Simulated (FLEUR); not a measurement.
```yaml
crystal:
  lattice:
    - [2.92310, 0.00000, 0.00000]
    - [0.00000, 2.92310, 0.00000]
    - [0.00000, 0.00000, 2.92310]
  atoms:
    - { symbol: Ti, position: [0.00000, 0.00000, 0.00000], spin: 1.0 }
    - { symbol: Co, position: [0.50000, 0.50000, 0.50000], spin: 3.0 }
```
(The spins are starting values, not results.)

Method: FLEUR with LDA (Perdew-Zunger), all-electron FLAPW (FLEUR), scalar-relativistic valence.

The set-up and first iterations of a FLEUR log for TiCo (Pm-3m, 2 atoms in the cell):

```
      Welcome to FLEUR        (www.flapw.de)
      MaX-Release 8.1          (www.max-centre.eu)

 ========== k-point set info ==========
 Selected k-point list: default-1
 k-point list type: mesh
 15 x 15 x 15
 Number of k points: 120

 ------------Calculation Setup---------------------------
           1           2           3           4           5           6           8          10          12          15          20          24          30          40          60         120
 Number of basis functions:          148
 Iteration:     1   Distance:      49.57709010 me/bohr^3
 Iteration:     2   Distance:      45.13734950 me/bohr^3
 Iteration:     3   Distance:      35.41279218 me/bohr^3
 Iteration:     4   Distance:      22.77444081 me/bohr^3
 Iteration:     5   Distance:      33.66488023 me/bohr^3
```

Task: Will this run converge, and how will it end?

Result: The run converged in 40 iterations. Its thresholds were met; that alone does not show that basis and mesh suffice. It ends on: total energy -61039.8990 eV; Fermi level (on the code's own zero) 10.85 eV; size of the cell's spin moment 0.00 μB. The log goes on:

```
   [... 31 lines left out ...]
 Iteration:    37   Distance:       0.00040070 me/bohr^3
 Iteration:    38   Distance:       0.00008580 me/bohr^3
 Iteration:    39   Distance:       0.00001898 me/bohr^3
 Iteration:    40   Distance:       0.00000618 me/bohr^3
 Run finished successfully
 Stop message:
   Structural relaxation: Done

[file out, last iteration]
             iter=     41
[...]
          total density-effective poten   -3.5652475180E+03
          total charge density-energy d   -9.7693677325E+01
 Updated energy parameters for spin:           1
 Updated energy parameters for spin:           2
[...]
 fermi energy and band-weighting factors:

[...]
FERMIE:
          first approx. to ef    (T=0)  :   0.400555 htr   (energy of the highest occ. eigenvalue)
          number of occ. states  (T=0)  :       3235
          first approx. to seigv (T=0)  : -14.653047 htr
          sum of weights of occ. states :  27.010963
          sum of semicore charge        :   0.000000 e
          fermi energy=   0.39889 har   work function= -10.85441 ev
          number of valence electrons=  27.00000
     band-weighting factor for spin=    1
     k-point=    1
     k-point=    2
     k-point=    3
     k-point=    4
   [... lines left out ...]
     k-point=   19
     k-point=   20
     k-point=   21
     k-point=   22
     k-point=   23
     k-point=   24
     k-point=   25
     k-point=   26
     k-point=   27
     k-point=   28
     k-point=   29
     k-point=   30
     k-point=   31
     k-point=   32
     k-point=   33
     k-point=   34
     k-point=   35
     k-point=   36
     k-point=   37
     k-point=   38
     k-point=   39
     k-point=   40
     k-point=   41
     k-point=   42
     k-point=   43
     k-point=   44
     k-point=   45
```

For comparison: a first run (DFT, PBE, all-electron FLAPW (FLEUR), scalar-relativistic valence) was changed to give this one (xcFunctional: pbe → pz), and from it to this one the size of the net moment goes from 0.30 to 0.00 μB/atom.

The starting cell comes from a database of computed structures (which also holds hypothetical and non-ambient phases and stackings), without a prior relaxation at this level. Its lattice was rescaled by a random factor within 2.5 % of one. The starting moments vanished: the run ended non-magnetic, which need not be the lowest state. Values depend on the basis (sphere radii, cutoffs, local orbitals), which need not be converged.

FLEUR gives forces in its relaxation mode, with a further iteration, so its stop message speaks of a relaxation.

The run was DFT, LDA (Perdew-Zunger), all-electron FLAPW (FLEUR), scalar-relativistic valence. Main settings of its input:

- Kmax: 3.5 1/bohr
- GmaxXC: 12.2 1/bohr
- xcFunctional: pz
- jspins: 2
- l_soc: F
- mode: gauss
- fermiSmearingEnergy: 0.00999582 Htr
- mesh (inpgen div1-3): 15 15 15
- inpgen gamma flag: false
- Gmax: 12.2 1/bohr
- numbands: 0
- maxIterBroyd: 15
